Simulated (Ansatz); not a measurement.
# A computed series for CdTe: pressure series

Start from CdTe in the zinc blende structure (space group F-43m, No. 216).

```yaml
crystal:
  lattice:
    - [0.00000, 3.20432, 3.20432]
    - [3.20432, 0.00000, 3.20432]
    - [3.20432, 3.20432, 0.00000]
  atoms:
    - { symbol: Cd, position: [0.00000, 0.00000, 0.00000] }
    - { symbol: Te, position: [0.25000, 0.25000, 0.25000] }
```

Cell and atoms are relaxed at each pressure.

All numbers come from plane-wave PAW DFT at the LDA level (Ansatz, an electronic-structure program, 420 eV), no SOC.

Computed cases, in order: pressure −2 GPa; pressure −1 GPa; 0 GPa (base); pressure 0.9 GPa; pressure 2.1 GPa; pressure 4.5 GPa; pressure 9 GPa; pressure 15 GPa; pressure 22.5 GPa; pressure 30 GPa.

Between which two neighbouring cases does the gap turn between direct and indirect?

Between pressure 22.5 GPa (1.41 eV, direct at Γ) and pressure 30 GPa (1.52 eV, indirect, Γ → X). The whole series: pressure −2 GPa: 0.47 eV, direct at Γ; pressure −1 GPa: 0.54 eV, direct at Γ; 0 GPa (base): 0.61 eV, direct at Γ; pressure 0.9 GPa: 0.67 eV, direct at Γ; pressure 2.1 GPa: 0.74 eV, direct at Γ; pressure 4.5 GPa: 0.86 eV, direct at Γ; pressure 9 GPa: 1.05 eV, direct at Γ; pressure 15 GPa: 1.23 eV, direct at Γ; pressure 22.5 GPa: 1.41 eV, direct at Γ; pressure 30 GPa: 1.52 eV, indirect, Γ → X.

With Te present, leaving out spin-orbit coupling can change the band edges. Load acts through the strain it causes; cell and atoms are relaxed under it. No phonon test of stability was made. Measured, CdTe leaves this structure (for cinnabar) near 3.53 GPa (temperature not stated; as listed in Datta, Sujoy, Jana, Debnarayan, arXiv (2020)), on rising pressure, with hysteresis.
